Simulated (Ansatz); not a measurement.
Worked example: self-consistent single point of ZnNi (P4mm, 2 atoms in the cell) in Ansatz (an electronic-structure program).

Method: PBEsol, default PAW files made with PBE (plane waves; Ansatz).

The change in words: lattice scaled by 0.98; basis.ecutwfc: 30.9 Ry → 15.4 Ry. Reference geometry:
```
ZnNi
1.0
    2.88046     0.00000     0.00000
    0.00000     2.88046     0.00000
    0.00000     0.00000     2.88046
Zn Ni
1 1
Direct
  0.50000   0.50000   0.51736
  0.00000   0.00000   0.00000
```

Reference input (self-consistent single point, DFT, PBEsol, plane waves, default PAW files made with PBE): basis.ecutwfc = 30.9 Ry; kpoints.mp_grid.grid = 11 11 11; hamiltonian.xc = pbesol; hamiltonian.pseudopotentials = {kind: paw} (the program's default PAW files); scf.occupations.method = gaussian; scf.occupations.width = 0.0073 Ry. This run's input differs from it in these lines:

Ansatz 0.2 input:
```diff
@@ -3,5 +3,5 @@
   lattice:
-    - [2.88046300, 0.00000000, 0.00000000]
-    - [0.00000000, 2.88046300, 0.00000000]
-    - [0.00000000, 0.00000000, 2.88046300]
+    - [2.82285400, 0.00000000, 0.00000000]
+    - [0.00000000, 2.82285400, 0.00000000]
+    - [0.00000000, 0.00000000, 2.82285400]
   atoms:
@@ -10,3 +10,3 @@
 basis:
-  ecutwfc: 30.9 Ry
+  ecutwfc: 15.4 Ry
 kpoints:
```

Log, with long lists cut:

```
SCF iter   1: F=—  HF=-9073.428519 eV  |F-HF|=—  |Δ(HF+E_count)|=         —  Δρ=1.82e-1  dr2=3.13e0  ethr=1.77e-3  ⟨swp⟩=3.0  Hψ=8862  notcnv=0
all-band conjugate gradients solve this SCF's bands
preconditioner: auto → none
SCF iter   2: F=—  HF=-9071.095293 eV  |F-HF|=—  |Δ(HF+E_count)|=    2.33e0  Δρ=3.20e-2  dr2=1.03e-1  ethr=1.77e-3  ⟨swp⟩=2.0  Hψ=5789  notcnv=0  defer=7
   [... lines left out ...]
SCF iter   4: F=—  HF=-9070.885082 eV  |F-HF|=—  |Δ(HF+E_count)|=   7.13e-3  Δρ=4.21e-3  dr2=2.46e-3  ethr=1.11e-4  ⟨swp⟩=2.1  Hψ=3324  notcnv=0  defer=10
SCF iter   5: F=—  HF=-9070.884302 eV  |F-HF|=—  |Δ(HF+E_count)|=   7.79e-4  Δρ=6.54e-4  dr2=5.65e-5  ethr=8.21e-6  ⟨swp⟩=2.0  Hψ=3762  notcnv=0  defer=7
SCF iter   6: F=—  HF=-9070.884016 eV  |F-HF|=—  |Δ(HF+E_count)|=   2.86e-4  Δρ=1.09e-4  dr2=2.26e-6  ethr=1.88e-7  ⟨swp⟩=2.0  Hψ=3211  notcnv=0  defer=7
SCF iter   7: F=-9070.884015 eV  HF=-9070.884015 eV  |F-HF|=1.43e-8  |Δ(HF+E_count)|=   6.35e-7  Δρ=9.57e-6  dr2=1.42e-8  ethr=3.33e-10  ⟨swp⟩=3.0  Hψ=8239  notcnv=0
SCF 1 converged in 7 iterations: F = -9070.884015 eV  dr2 = 1.42e-8
Free energy (F): -9070.884015 eV
Internal energy: -9070.876972 eV  (E = F + TS)
E sigma→0 (E₀):  -9070.880493 eV
Entropy (-TS):   -0.007044 eV (-3.522 meV/atom)
Fermi energy:    15.701517 eV
--- Forces (eV/Å), atoms counted from 1 ---
  atom   1  Zn     0.00000000     0.00000000    -0.38241186
  atom   2  Ni     0.00000000     0.00000000     0.38245943
--- Stress (GPa, compression-positive) ---
        8.648150       0.000000       0.000000
        0.000000       8.648150       0.000000
        0.000000       0.000000       8.240387
  P = ⅓ Tr σ = 8.5122 GPa (85.122 kbar)
  The stress holds the Pulay correction. Without it, at fixed plane waves, as pw.x and ABINIT print it: P = -532.6364 GPa
```

The run converged in 7 iterations. Against the reference run the free energy goes up by 7.74 eV/atom, the pressure goes from -6.16 to 8.51 GPa and the largest force goes from 0.304 to 0.382 eV/Å.

The starting cell comes from a database of computed structures (which also holds hypothetical and non-ambient phases and stackings), without a prior relaxation at this level. Its lattice was rescaled by up to half a per cent. One atom was moved a little off its site on purpose. For this run, on top of that: lattice scaled by 0.98. Spin polarisation is off. Ansatz's pressure includes its estimate of the finite-basis (Pulay) stress. Without the estimate this run gives -532.64 GPa. The cutoff lies below the one recommended for these files.
